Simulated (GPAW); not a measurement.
Band structure of InPd (Pm-3m, 2 atoms in the cell).

```
CELL_PARAMETERS angstrom
      3.33110     0.00000     0.00000
      0.00000     3.33110     0.00000
      0.00000     0.00000     3.33110
ATOMIC_POSITIONS crystal
  In 0.00000 0.00000 0.00000
  Pd 0.50000 0.50000 0.50000
```

Method of the run: PBE, GPAW PAW datasets PBE (gpaw-data 1.0.1) (plane waves; GPAW).

Settings: mode = pw; ecut = 550 eV; xc = PBE; kpts = 10 10 10; mesh shift (steps) = 0 0 0; occupations.name = methfessel-paxton; occupations.width = 0.272 eV; occupations.order = 0; nbands = -6; convergence.density = 1e-05 e/electron; convergence.energy = 1e-05 eV/electron; symmetry.symmorphic = false; symmetry.tolerance = 0.0005; maxiter = 120.

The starting cell comes from a database of computed structures (which also holds hypothetical and non-ambient phases and stackings), without a prior relaxation at this level. Its lattice was rescaled by a random factor within 2.5 % of one. Spin polarisation is off.

Levels in eV from the Fermi level, bands 11 to 18:
| point | 11 | 12 | 13 | 14 | 15 | 16 | 17 | 18 |
|---|---|---|---|---|---|---|---|---|
| Γ | -3.60 | -2.19 | -2.19 | -2.19 | 4.07 | 4.07 | 4.07 | 8.74 |
| X | -3.57 | -3.08 | -3.08 | -2.25 | -1.13 | 9.03 | 9.03 | 9.70 |
| M | -2.57 | -2.57 | -2.17 | -2.17 | -1.67 | 1.17 | 2.29 | 9.03 |
| R | -4.58 | -1.63 | -1.63 | -0.32 | 3.70 | 3.70 | 3.70 | 4.13 |

Bands cross the Fermi level along this path, so the cell is metallic at this level.
